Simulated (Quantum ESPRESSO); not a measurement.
A self-consistent single point of PdRh (R-3m, 2 atoms in the cell) with Quantum ESPRESSO.

Computed with LDA (PZ), GBRV 1.5 ultrasoft (LDA) pseudopotentials (plane waves; Quantum ESPRESSO).

```
PdRh
1.0
    1.35660     0.78323     4.42152
   -1.35660     0.78323     4.42152
    0.00000    -1.56646     4.42152
Pd Rh
1 1
Direct
  0.00000   0.00000   0.00000
  0.50000   0.50000   0.50000
```

Reference input (self-consistent single point, DFT, PBEsol, plane waves, GBRV 1.5 ultrasoft (PBESOL) pseudopotentials): ecutwfc = 40 Ry; ecutrho = 320 Ry; occupations = smearing; smearing = gauss; degauss = 0.0036749 Ry; potentials = {Pd: pd_pbesol_v1.4.uspp.F.UPF, Rh: rh_pbesol_v1.4.uspp.F.UPF}; K_POINTS = automatic 14 14 14 0 0 0; conv_thr = 1e-10 Ry. This run's input differs from it in these lines:

```diff
@@ -22,4 +22,4 @@
 ATOMIC_SPECIES
-Pd   106.4200  pd_pbesol_v1.4.uspp.F.UPF
-Rh   102.9055  rh_pbesol_v1.4.uspp.F.UPF
+Pd   106.4200  pd_lda_v1.4.uspp.F.UPF
+Rh   102.9055  rh_lda_v1.4.uspp.F.UPF
 CELL_PARAMETERS angstrom
```

Log, with long lists cut:

```
     Self-consistent Calculation

     iteration #  1     ecut=    40.00 Ry     beta= 0.70

     negative rho (up, down):  1.222E-01 0.000E+00

     total energy              =    -366.90328133 Ry
     estimated scf accuracy    <       4.82574052 Ry

     iteration #  2     ecut=    40.00 Ry     beta= 0.70

     negative rho (up, down):  1.289E-01 0.000E+00

     total energy              =    -366.55690926 Ry
     estimated scf accuracy    <      31.61473238 Ry

     iteration #  3     ecut=    40.00 Ry     beta= 0.70

     negative rho (up, down):  1.281E-01 0.000E+00

     total energy              =    -370.00665627 Ry
     estimated scf accuracy    <       1.18871048 Ry

   [... 8 blocks of this kind left out ...]

     iteration # 12     ecut=    40.00 Ry     beta= 0.70

     negative rho (up, down):  1.280E-01 0.000E+00

     total energy              =    -370.12852084 Ry
     estimated scf accuracy    <          2.6E-10 Ry

     iteration # 13     ecut=    40.00 Ry     beta= 0.70

     negative rho (up, down):  1.280E-01 0.000E+00
     End of self-consistent calculation

     Number of k-points >= 100: set verbosity='high' to print the bands.

     the Fermi energy is    20.0565 ev

!    total energy              =    -370.12852084 Ry
     estimated scf accuracy    <          6.4E-11 Ry
     smearing contrib. (-TS)   =      -0.00036062 Ry
     internal energy E=F+TS    =    -370.12816023 Ry

     convergence has been achieved in  13 iterations

     negative rho (up, down):  1.280E-01 0.000E+00

     Forces acting on atoms (cartesian axes, Ry/au):

     atom    1 type  1   force =     0.00000000    0.00000000    0.00000000
     atom    2 type  2   force =     0.00000000   -0.00000000   -0.00000000

     Total force =     0.000000     Total SCF correction =     0.000000

     negative rho (up, down):  1.280E-01 0.000E+00
          total   stress  (Ry/bohr**3)                   (kbar)     P=      -75.75
  -0.00051762   0.00000000  -0.00000000          -76.14        0.00       -0.00
   0.00000000  -0.00051762  -0.00000000            0.00      -76.14       -0.00
  -0.00000000   0.00000000  -0.00050963           -0.00        0.00      -74.97

   JOB DONE.
```

The run converged in 13 iterations. Against the reference run the pressure goes from -1.68 to -7.58 GPa.

The starting cell comes from a database of computed structures (which also holds hypothetical and non-ambient phases and stackings), without a prior relaxation at this level. Its lattice was rescaled by a random factor within 2.5 % of one. Spin polarisation is off. With a pressure of about -8 GPa the cell is away from its equilibrium volume at this level.

Cost on one core of a shared machine: roughly 2 min.
